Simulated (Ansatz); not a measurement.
Reference: SrO (Fm-3m), PBEsol, rigid bands (plane waves, PAW, scalar-relativistic; Ansatz, a quantum-chemistry and plane-wave program); geometry: cell and atoms relaxed with PBEsol.

```yaml
crystal:
  lattice:
    - [0.00000, 2.56123, 2.56123]
    - [2.56123, 0.00000, 2.56123]
    - [2.56123, 2.56123, 0.00000]
  atoms:
    - { symbol: Sr, position: [0.50000, 0.50000, 0.50000] }
    - { symbol: O, position: [0.00000, 0.00000, 0.00000] }
```

* **band gap**: 3.20 eV
* **electron conductivity mass**: 0.51 mₑ
* **hole conductivity mass**: 1.33 mₑ
* **Seebeck coefficient, n-type 1e19 cm⁻³**: -319 μV/K

Replace Sr by Mg on the same sites and relax. What happens?

MgO (Fm-3m): volume per atom 16.8 to 9.4 Å³; band gap rises (3.20 eV to 4.62 eV); electron conductivity mass falls (0.51 mₑ to 0.35 mₑ); hole conductivity mass rises (1.33 mₑ to 2.3 mₑ); Seebeck coefficient, n-type 1e19 cm⁻³ falls in size (-319 μV/K to -171 μV/K).

Replace Sr by Ba on the same sites and relax. What happens?

BaO (Fm-3m): volume per atom 16.8 to 20.7 Å³; band gap falls (3.20 eV to 1.84 eV); electron conductivity mass stays about the same (0.51 mₑ to 0.50 mₑ); hole conductivity mass falls (1.33 mₑ to 0.99 mₑ); Seebeck coefficient, n-type 1e19 cm⁻³ stays about the same (-319 μV/K to -318 μV/K).

Moves up to 5 % count as about the same. Masses are for dilute carriers at 300 K, harmonic means over directions unless an axis is named. Seebeck coefficients are for the stated density at 300 K, with one relaxation time for all states and whether or not that doping can be reached. Spin-orbit coupling is left out.
